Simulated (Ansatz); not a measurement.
Base system: NbSi2 (space group P6_422, No. 181).

Space group P6₄22 (No. 181); a = 4.794 Å, b = 4.794 Å, c = 6.586 Å, α = 90.00°, β = 90.00°, γ = 120.00°

```
atom  site  symmetry       x       y       z
----  ----  --------  ------  ------  ------
Nb      3c       222  0.5000  0.0000  0.0000
Si      6i       ..2  0.1585  0.3171  0.0000
```

Level of theory: Ansatz (an electronic-structure program), r2SCAN, PAW, cutoff 500 eV, no SOC, earlier PAW set.

One change was made to it. Results:

```tsv
quantity	base	after
lattice parameter a	4.794 Å	4.390 Å
c/a ratio	1.374	1.400
```

Question: Which change produced these results?
A. pressure 3 GPa
B. pressure 7 GPa
C. pressure −1 GPa
D. pressure 75 GPa

Answer: D, pressure 75 GPa. For comparison, the lattice parameter a in the other runs: pressure −1 GPa gives 4.803 Å; pressure 7 GPa gives 4.731 Å; pressure 3 GPa gives 4.766 Å.

Load acts through the strain it causes; cell and atoms are relaxed under it. No phonon test of stability was made. No other phases were tried under pressure. The final runs are not spin-polarised. An odd electron count without spin: NbSi2.
